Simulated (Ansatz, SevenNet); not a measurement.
# Lattice constant a of rutile IrO2: levels of theory against measurement

Reference value: 4.505 Å (measured, room temperature, no zero-point or thermal correction; as tabulated in Hiroi (2015), arXiv:1503.02262).

Question: What do SevenNet-l3i5, LDA, PBE, rVV10, PBE0 give, and how far is each from the reference?

Answer: 
```json
[
 {"level (code)": "SevenNet-l3i5", "value (Å)": "4.545", "difference (%)": "+0.89"},
 {"level (code)": "LDA (Ansatz)", "value (Å)": "4.434", "difference (%)": "-1.58"},
 {"level (code)": "PBE (Ansatz)", "value (Å)": "4.529", "difference (%)": "+0.53"},
 {"level (code)": "rVV10 (Ansatz)", "value (Å)": "4.551", "difference (%)": "+1.02"},
 {"level (code)": "PBE0 (Ansatz)", "value (Å)": "4.469", "difference (%)": "-0.80"}
]
```

The reference is not for a static lattice or low temperature, so close values are not ranked against it.

The reference isn't brought to a static lattice, while the calculations are for one, so the differences are not the levels' errors alone. The crystal itself was run without spin with LDA, PBE, rVV10, PBE0; a magnetic state was not tried in these runs. Density-functional levels without +SOC have no spin–orbit coupling. rVV10, PBE0: the run has no spin polarisation, so it can have missed a magnetic state. Cutoffs and k meshes differ between the levels. Ansatz's density-functional and Hartree–Fock values are scalar-relativistic unless marked +SOC, with PAW data made under PBE.

Machine-learned potentials (SevenNet-l3i5) are trained on DFT data: a solid inside that data is no test of them.

Differences are worked out from the printed values.

Ansatz is an electronic-structure program.
